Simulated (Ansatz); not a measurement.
## Effect of uniaxial strain ε_xx = −1.00 % on Sc

The parent structure is Sc in the hcp (Mg type) structure (space group P6_3/mmc, No. 194; a = 3.275 Å, c = 5.105 Å; relaxed with 0.1 eV smearing). Axes: x lies along a and z along c of the hexagonal cell.

One thing is altered: the cell is compressed by 1.00 % along x with no lateral relaxation, atoms relaxed at fixed cell.

Computed with Kohn–Sham DFT with the PBEsol functional, run in Ansatz (an electronic-structure program) with PAW and 420 eV plane waves, no spin-orbit coupling. Γ-centred 20×20×12 mesh, Fermi–Dirac width 0.1 eV.

```json
[
 {"quantity": "volume per atom", "base": "23.71 Å³", "changed": "23.48 Å³", "shift": "-0.237 Å³"},
 {"quantity": "space group", "base": "P6_3/mmc (No. 194)", "changed": "Cmcm (No. 63)", "shift": "–"},
 {"quantity": "energy relative to the base (free energy F)", "base": "0 meV/atom", "changed": "+0.8 meV/atom", "shift": "+0.8 meV/atom"},
 {"quantity": "pressure (mean of the normal stresses, compression positive)", "base": "0.0 GPa", "changed": "0.6 GPa", "shift": "+0.6 GPa"},
 {"quantity": "band gap", "base": "zero", "changed": "zero", "shift": "–"},
 {"quantity": "stress (xx, yy, zz, yz, xz, xy; compression positive)", "base": "–", "changed": "(1.1, 0.4, 0.3, 0.0, 0.0, 0.0) GPa", "shift": "–"}
]
```

Cost of the whole job for the changed cell (relaxation, final SCF and bands): roughly 80 core-seconds.

No phonon test of stability was made. The final runs are not spin-polarised.
